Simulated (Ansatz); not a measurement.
The starting structures come from a database of crystals and need not be the phases stable at ambient conditions.

Inside the gap of an insulator the Bloch states are evanescent, with a wavenumber k + iκ along the transport direction.

Given:

```yaml
crystal:
  lattice:
    - [6.95587, 0.00000, 0.00000]
    - [0.00000, 6.99847, 0.00000]
    - [0.00000, 0.00000, 9.91599]
  atoms:
    - { symbol: K, position: [0.99319, 0.03375, 0.75000] }
    - { symbol: K, position: [0.00681, 0.96625, 0.25000] }
    - { symbol: K, position: [0.49319, 0.46625, 0.25000] }
    - { symbol: K, position: [0.50681, 0.53375, 0.75000] }
    - { symbol: Mg, position: [0.50000, 0.00000, 0.50000] }
    - { symbol: Mg, position: [0.00000, 0.50000, 0.50000] }
    - { symbol: Mg, position: [0.00000, 0.50000, 0.00000] }
    - { symbol: Mg, position: [0.50000, 0.00000, 0.00000] }
    - { symbol: Cl, position: [0.71262, 0.28692, 0.97396] }
    - { symbol: Cl, position: [0.28738, 0.71308, 0.02604] }
    - { symbol: Cl, position: [0.21262, 0.21308, 0.02604] }
    - { symbol: Cl, position: [0.78738, 0.78692, 0.97396] }
    - { symbol: Cl, position: [0.78738, 0.78692, 0.52604] }
    - { symbol: Cl, position: [0.21262, 0.21308, 0.47396] }
    - { symbol: Cl, position: [0.28738, 0.71308, 0.47396] }
    - { symbol: Cl, position: [0.71262, 0.28692, 0.52604] }
    - { symbol: Cl, position: [0.94861, 0.50628, 0.25000] }
    - { symbol: Cl, position: [0.05139, 0.49372, 0.75000] }
    - { symbol: Cl, position: [0.44861, 0.99372, 0.75000] }
    - { symbol: Cl, position: [0.55139, 0.00628, 0.25000] }
```

Space group of this cell: Pnma. The cell is taken as given.

Transport runs along the normal of the first two printed cell vectors.

The gap is the functional's own. No spin-orbit coupling. Mid-gap values are interpolated on the energy grid.

Problem. Estimate the band gap and the smallest decay constant κ at mid-gap that r2SCAN (Ansatz, a first-principles code) returns for this system.

Solution. Gap 5.55 eV on a 6×6×4 mesh; κ = 0.398 1/Å, at the zone centre.
